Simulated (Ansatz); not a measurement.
Start from MgF2 in the rutile structure (space group P4_2/mnm, No. 136; a = 4.6389 Å, c = 3.0624 Å).

Structures relaxed with PBEsol in Ansatz (plane waves to 420 eV, PAW, spin-orbit coupling left out).

Base:

Simulated powder pattern, Cu Kα1, λ = 1.54056 Å (kinematic, ideal powder, no thermal factors, no anomalous dispersion; the 10 strongest lines at most, above 2 %, up to 2θ = 90°):

| 2θ (°) | I/Imax (%) | hkl |
|---|---|---|
| 27.16 | 100 | (110) |
| 35.08 | 18 | (101) |
| 40.26 | 88 | (111) |
| 43.59 | 29 | (210) |
| 53.29 | 77 | (211) |
| 56.02 | 30 | (220) |
| 60.41 | 19 | (002) |
| 67.45 | 13 | (112) |
| 67.84 | 41 | (301) |
| 86.98 | 13 | (222) |

After one change:

Simulated powder pattern, Cu Kα1, λ = 1.54056 Å (kinematic, ideal powder, no thermal factors, no anomalous dispersion; the 10 strongest lines at most, above 2 %, up to 2θ = 90°):

```csv
2θ (°),I/Imax (%)
28.02,100
36.03,19
41.40,89
45.01,27
54.95,76
57.92,30
62.01,19
69.38,12
70.13,39
89.97,14
```

Q: Which change produced these results?
A) pressure 5 GPa
B) pressure 3 GPa
C) pressure 10 GPa
D) pressure 0.7 GPa

A: C, pressure 10 GPa. Its volume per atom is 10.09 Å³ against 10.98 Å³, and its space group is P4_2/mnm (No. 136).

Load acts through the strain it causes; cell and atoms are relaxed under it. Whether these cells are dynamically stable was not tested. No other phases were tried under pressure. The base started in Pnnm and relaxed to P4_2/mnm at this level.

Ansatz is an electronic-structure program.
